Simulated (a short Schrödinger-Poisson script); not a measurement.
System: gated In0.52Al0.48As/In0.53Ga0.47As modulation-doped gas in a quantum well, at 77 K.

```csv
layer,material,thickness (nm),Nd (cm⁻³),Na (cm⁻³)
1,In0.52Al0.48As,15,-,-
2,In0.52Al0.48As,30,5.4e17,-
3,In0.52Al0.48As,20,-,-
4,In0.53Ga0.47As,20,-,-
5,In0.52Al0.48As,4000,-,5e15
```

The device is made up for the run: typed textbook-type constants, with dimensions and the other settings drawn at random. In0.52Al0.48As: permittivity 12.5, conduction-band edge (eV) 0.52, gap (eV) 1.45, electron mass (mₑ) 0.075, Nv at 300 K (cm⁻³) 1.1e19. In0.53Ga0.47As: permittivity 13.9, conduction-band edge (eV) 0, gap (eV) 0.74, Nv at 300 K (cm⁻³) 7.7e18.

Channel valleys (confinement mass, in-plane density-of-states mass, number): Γ 0.041, 0.041, 1. At the gate the conduction-band edge of layer 1 lies 0.65 eV − eVg above the Fermi level of the channel; the field vanishes at the back. Donor level 0.02 eV below the band edge. The barrier under the gate holds no holes. Gaps are held at their typed values at every temperature. Mesh 0.08 nm at interfaces.

Solved with a short Schrödinger-Poisson script written for these runs: 1D Poisson equation in equilibrium, electrons quantum, Hartree plus LDA exchange-correlation (BenDaniel-Duke, 40 states a valley, the channel's in-plane mass for all, wave functions free to enter the barrier), parabolic valleys, classical holes, donors ionised by Fermi statistics, acceptors fully, no traps, pinning or gate leakage.

The same stack at other levels of the model or other numerical settings:

```
run                                          sheet density of all electrons at Vg = 0.4 V (cm⁻²)  sheet density of all electrons at Vg = -0.1 V (cm⁻²)  capacitance at Vg = 0.4 V (μF/cm²)  centroid of the channel electrons at Vg = 0.4 V (nm)  rough cost against the base
-------------------------------------------  ---------------------------------------------------  ----------------------------------------------------  ----------------------------------  ----------------------------------------------------  ---------------------------
base                                                                                     6.52e11                                               1.93e11                               0.308                                                  6.30                      about 1
electrons treated as classical, Boltzmann                                                7.50e11                                            (withheld)                          (withheld)                                                  1.31                         0.01
electrons treated as classical, Fermi-Dirac                                              6.67e11                                               2.06e11                               0.291                                                  4.84                         0.06
electrons treated as quantum, Hartree                                                    6.38e11                                               1.87e11                          (withheld)                                                  6.43                          0.6
mesh six times as coarse                                                                 6.52e11                                               1.93e11                               0.309                                                  6.29                          0.2
one subband a valley                                                                     6.52e11                                               1.93e11                               0.309                                                  6.28                          0.2
```

Q: Some entries are withheld; supply them.

A: 
- electrons treated as quantum, Hartree, capacitance at Vg = 0.4 V (μF/cm²): 0.321
- electrons treated as classical, Boltzmann, capacitance at Vg = 0.4 V (μF/cm²): 0.181
- electrons treated as classical, Boltzmann, sheet density of all electrons at Vg = -0.1 V (cm⁻²): 2.32e11

The classical rows ignore confinement, and Boltzmann statistics overrate the density once the band edge passes the Fermi level.
